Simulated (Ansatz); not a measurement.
## Response to strain in SrO

The reference is SrO in the rock salt structure (space group Fm-3m, No. 225).

```yaml
crystal:
  lattice:
    - [0.00000, 2.56121, 2.56121]
    - [2.56121, 0.00000, 2.56121]
    - [2.56121, 2.56121, 0.00000]
  atoms:
    - { symbol: Sr, position: [0.00000, 0.00000, 0.00000] }
    - { symbol: O, position: [0.50000, 0.50000, 0.50000] }
```

Cartesian axes are those of the cell as printed.

Strains are applied to the cell and any free atomic positions relax; under biaxial strain the out-of-plane vector relaxes too.

Level of theory: PBEsol/PAW in Ansatz (a first-principles code), spin-orbit coupling left out.

Computed cases, in order: biaxial strain −3.00 %, plane normal [001], relaxed out of plane; biaxial strain −2.50 %, plane normal [001], relaxed out of plane; biaxial strain −2.00 %, plane normal [001], relaxed out of plane; biaxial strain −1.50 %, plane normal [001], relaxed out of plane; biaxial strain −1.00 %, plane normal [001], relaxed out of plane; biaxial strain −0.50 %, plane normal [001], relaxed out of plane; the unstrained base; biaxial strain +0.50 %, plane normal [001], relaxed out of plane; biaxial strain +1.00 %, plane normal [001], relaxed out of plane; biaxial strain +1.50 %, plane normal [001], relaxed out of plane; biaxial strain +2.00 %, plane normal [001], relaxed out of plane; biaxial strain +3.00 %, plane normal [001], relaxed out of plane.

### Question
Between which two neighbouring cases does the gap turn between direct and indirect?

### Answer
Between biaxial strain −3.00 %, plane normal [001], relaxed out of plane (3.05 eV, direct at X) and biaxial strain −2.50 %, plane normal [001], relaxed out of plane (3.08 eV, indirect, Γ → X). The whole series: biaxial strain −3.00 %, plane normal [001], relaxed out of plane: 3.05 eV, direct at X; biaxial strain −2.50 %, plane normal [001], relaxed out of plane: 3.08 eV, indirect, Γ → X; biaxial strain −2.00 %, plane normal [001], relaxed out of plane: 3.10 eV, indirect, Γ → X; biaxial strain −1.50 %, plane normal [001], relaxed out of plane: 3.12 eV, indirect, Γ → X; biaxial strain −1.00 %, plane normal [001], relaxed out of plane: 3.15 eV, indirect, Γ → X; biaxial strain −0.50 %, plane normal [001], relaxed out of plane: 3.17 eV, indirect, Γ → X; the unstrained base: 3.20 eV, indirect, Γ → X; biaxial strain +0.50 %, plane normal [001], relaxed out of plane: 3.16 eV, indirect, Γ → M; biaxial strain +1.00 %, plane normal [001], relaxed out of plane: 3.13 eV, indirect, Γ → M; biaxial strain +1.50 %, plane normal [001], relaxed out of plane: 3.10 eV, indirect, Γ → M; biaxial strain +2.00 %, plane normal [001], relaxed out of plane: 3.07 eV, indirect, Γ → M; biaxial strain +3.00 %, plane normal [001], relaxed out of plane: 3.01 eV, indirect, Γ → M.

Stability against distortions was not tested. k-point labels follow each cell's own Brillouin zone.
